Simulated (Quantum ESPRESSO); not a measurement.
Input and output of a self-consistent single point for NiO2 (P1, 6 atoms in the cell) (Quantum ESPRESSO).

Computed with PBEsol, PSlibrary PAW (PBE) pseudopotentials (plane waves; Quantum ESPRESSO 7.5).

The change in words: atoms moved at random. Reference geometry:
```xyz
6
Lattice="2.9122 0.0000 0.0000 -1.4561 2.5220 0.0000 0.0000 0.0000 10.5553" Properties=species:S:1:pos:R:3 pbc="T T T"
Ni     0.0000     0.0000     0.0000
Ni     0.0000     0.0000     5.2776
O      1.4561     0.8407     0.9403
O      0.0000     1.6813     9.6150
O      0.0000     1.6813     6.2179
O      1.4561     0.8407     4.3374
```
Moments meant for the start (each program seeds them in its own way; μB, in the order of the atoms Ni Ni O O O O): 2.0 2.0 0.0 0.0 0.0 0.0.

Reference input (self-consistent single point, DFT, PBEsol, plane waves, PSlibrary PAW (PBE) pseudopotentials): ecutwfc = 55 Ry; ecutrho = 330 Ry; occupations = smearing; smearing = fermi-dirac; degauss = 0.0073499 Ry; nspin = 2; input_dft = pbesol; potentials = {Ni: Ni.pbe-n-kjpaw_psl.1.0.0.UPF, O: O.pbe-n-kjpaw_psl.0.1.UPF}; K_POINTS = automatic 10 10 3 0 0 0; conv_thr = 1e-10 Ry; mixing_beta = 0.2. This run's input differs from it in these lines:

```diff
@@ -30,8 +30,8 @@
 ATOMIC_POSITIONS crystal
-Ni    0.00000000    0.00000000    0.00000000
-Ni    0.00000000    0.00000000    0.50000000
-O     0.66666667    0.33333333    0.08908000
-O     0.33333333    0.66666667    0.91092000
-O     0.33333333    0.66666667    0.58908000
-O     0.66666667    0.33333333    0.41092000
+Ni   -0.00495000   -0.00777700   -0.00065400
+Ni    0.01578700    0.01869500    0.50230700
+O     0.67621300    0.34110900    0.08770600
+O     0.32423800    0.67182800    0.91251400
+O     0.31866700    0.65590300    0.58654700
+O     0.67004600    0.32024200    0.41158100
 K_POINTS automatic
@@ -39,4 +39,4 @@
 CELL_PARAMETERS angstrom
-   2.91215007     0.00000000     0.00000000
-  -1.45607504     2.52199594     0.00000000
+   2.91215000     0.00000000     0.00000000
+  -1.45607500     2.52199600     0.00000000
    0.00000000     0.00000000    10.55527000
```

Log, with long lists cut:

```
     Self-consistent Calculation

     iteration #  1     ecut=    55.00 Ry     beta= 0.20

---- Real-time Memory Report at c_bands before calling an iterative solver
           517 MiB given to the printing process from OS
           490 MiB allocation reported by mallinfo(arena+hblkhd)
------------------

     total energy              =    -530.32552369 Ry
     estimated scf accuracy    <       1.68751129 Ry

     total magnetization       =     0.82 Bohr mag/cell
     absolute magnetization    =     1.36 Bohr mag/cell

     iteration #  2     ecut=    55.00 Ry     beta= 0.20

   [... lines left out ...]

---- Real-time Memory Report at c_bands before calling an iterative solver
           723 MiB given to the printing process from OS
           556 MiB allocation reported by mallinfo(arena+hblkhd)
------------------

     Magnetic moment per site  (integrated on atomic sphere of radius R)
     atom   1 (R=0.260)  charge=  7.0936  magn= -0.0000
     atom   2 (R=0.260)  charge=  7.0967  magn= -0.0000
     atom   3 (R=0.260)  charge=  4.9330  magn=  0.0000
     atom   4 (R=0.260)  charge=  4.9405  magn=  0.0000
     atom   5 (R=0.260)  charge=  4.9534  magn=  0.0000
     atom   6 (R=0.260)  charge=  4.9245  magn= -0.0000
     End of self-consistent calculation

     the Fermi energy is     3.4873 ev

!    total energy              =    -530.73200020 Ry
     estimated scf accuracy    <          5.2E-11 Ry
     smearing contrib. (-TS)   =      -0.00043902 Ry
     internal energy E=F+TS    =    -530.73156118 Ry

      -> PAW hartree energy AE =     261.66290256 Ry
      -> PAW hartree energy PS =    -260.58158340 Ry
      -> PAW xc energy AE      =    -313.31339441 Ry
      -> PAW xc energy PS      =     109.76785872 Ry
      -> total E_H with PAW    =     146.32821129 Ry
      -> total E_XC with PAW   =    -314.52937489 Ry

     total magnetization       =     0.00 Bohr mag/cell
     absolute magnetization    =     0.00 Bohr mag/cell

     convergence has been achieved in  27 iterations

     Forces acting on atoms (cartesian axes, Ry/au):

   [... lines left out ...]

     Total force =     0.102635     Total SCF correction =     0.000007

          total   stress  (Ry/bohr**3)                   (kbar)     P=     -124.04
  -0.00110989  -0.00002812   0.00000287         -163.27       -4.14        0.42
  -0.00002812  -0.00106867   0.00000437           -4.14     -157.21        0.64
   0.00000287   0.00000437  -0.00035098            0.42        0.64      -51.63

   JOB DONE.
```

The run converged in 27 iterations. Against the reference run the free energy goes up by 7.6 meV/atom, the pressure goes from -14.52 to -12.40 GPa, the largest force goes from 0.955 to 1.679 eV/Å and the gap on the mesh goes from 0.912 to 0.853 eV.

The starting cell comes from a database of computed structures (which also holds hypothetical and non-ambient phases and stackings), without a prior relaxation at this level. For this run, on top of that: atoms moved at random. The starting moments vanished: the run ended non-magnetic, which need not be the lowest state. With a pressure of about -12 GPa the cell is away from its equilibrium volume at this level. Forces in this geometry exceed 1 eV/Å.

Cost on one core of a shared machine: roughly 8 min.
